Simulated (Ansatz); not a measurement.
Relaxation of the outer planes of the (0001) surface of hcp Hf in its 1x1 cell, outermost plane spacing 2.53 Å in the ideal cut.

All values below come from PBE (plane waves to 420 eV, PAW; Ansatz, a first-principles code).

Slab: 5 atoms, 10.1 Å thick at the start (thin: gaps and levels are the slab's own); k 13x13x1, smearing 0.1 eV, dipole-corrected; all atoms relaxed; start symmetry kept, larger cells not searched; no spin, no spin-orbit, no U.

| plane | atoms | bulk spacing to the next (Å) | relaxed spacing (Å) | change (%) | rumpling (Å) |
|---|---|---|---|---|---|
| 1 | Hf | 2.534 | 2.378 | -6.2 | 0.00 |
